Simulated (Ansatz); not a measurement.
We consider AlCl₃ (C2/m, No. 12), described by LDA (plane waves, PAW; Ansatz, an electronic-structure program).

Settings: plane-wave cutoff 520 eV, 8×8×6 k mesh (along the axes of the cell as run), Fermi–Dirac smearing 0.01 eV, scalar-relativistic PAW data made under PBE.

Energies at three volumes about the minimum:

```
V (Å³/atom)  E − E_lowest (meV/atom)
-----------  -----------------------
20.582                          0.55
21.002                          0.00
21.422                          0.47
```

Fit a parabola by hand: where is the minimum, and what is the bulk modulus?

Slopes: (0.00 − 0.55)/(21.002 − 20.582) = -1.310 and (0.47 − 0.00)/(21.422 − 21.002) = 1.119 meV/Å³. Curvature E″ = 2 × (1.119 − (-1.310))/(21.422 − 20.582) = 5.783 meV/Å⁶. From the middle of the first interval, the slope vanishes at V0 = 20.7920 − (-1.310)/5.783 = 21.019 Å³/atom. B = V0 E″ = 21.019 × 5.783 meV/Å³ × 0.1602 GPa per meV/Å³ = 19.5 GPa. The full Birch–Murnaghan fit to all volumes gives V0 = 20.999 Å³/atom and B0 = 19.3 GPa.

Shape and atoms are relaxed at each volume.

Measured, for comparison: equilibrium volume per atom 22.09 Å³/atom (temperature not stated, no zero-point or thermal correction, from a published cell, temperature and pressure not stated; as tabulated in S. I. Troyanov, (Russian) Journal of Inorganic Chemistry (translated from Zhurnal Neorganicheskoi Khimii) 37, 121 (1992)). Computed less measured: equilibrium volume per atom -4.9 %.
